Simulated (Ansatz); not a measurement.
## What uniaxial strain ε_yy = +1.59 % does to ZrSi2

The parent structure is ZrSi2 (space group Cmcm, No. 63; a = 3.675 Å, b = 14.571 Å, c = 3.656 Å). Axes: x, y, z lie along a, b, c of the conventional cell.

It is then changed as follows: uniaxial strain ε_yy = +1.59 %, all other strain components held at zero, atoms relaxed at fixed cell.

All numbers come from Ansatz (an electronic-structure program), PBEsol, PAW, cutoff 420 eV, without spin-orbit coupling, earlier PAW set. k-mesh 13×13×13 (Γ-centred); smearing 0.05 eV (Fermi–Dirac).

Volume per atom: 16.57 Å³ (base 16.32 Å³)
Space group: Cmcm (No. 63) (base Cmcm (No. 63))
Shortest interatomic distance: 2.412 Å (base 2.412 Å)
Energy relative to the base (free energy F): +2.4 meV/atom
Band gap: zero (base zero)
Largest internal atomic displacement: 0.013 Å
Stress (xx, yy, zz, yz, xz, xy; compression positive): (-1.3, -3.0, -1.1, 0.0, 0.0, 0.0) GPa (rough)

Without a gap, meshes like the base's 13×13×13 leave anisotropic stresses uncertain by several tenths of a GPa, and small strain energies with them. Whether these cells are dynamically stable was not tested. The final runs are not spin-polarised.
